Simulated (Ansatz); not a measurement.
Results of LDA (Ansatz, a program for electronic structure, plane waves, PAW) for CaC2 (I4/mmm, No. 139, 3 atoms in the cell; start mp-2482).

Run with plane-wave cutoff 500 eV, 14×14×14 k mesh, gaussian smearing 0.02 eV, scalar-relativistic PAW data made under PBE.

Cell (relaxed at this level):

```xyz
3
Lattice="-1.8792 1.8792 3.1384 1.8792 -1.8792 3.1384 1.8792 1.8792 -3.1384" Properties=species:S:1:pos:R:3 pbc="T T T"
Ca     0.0000     0.0000     0.0000
C      0.0000     0.0000     3.7641
C      0.0000     0.0000     2.5127
```

Q: Estimate the band gap that the calculation returns.

A: 
- band gap: 0.87 eV (on the SCF k mesh)

Note: the relaxation could not lower the start's symmetry, so the cell can be a saddle point above a distorted one.

The computed numbers hold no vibrational or temperature effects.

A start named mp-… is a Materials Project structure, which need not be a measured phase.
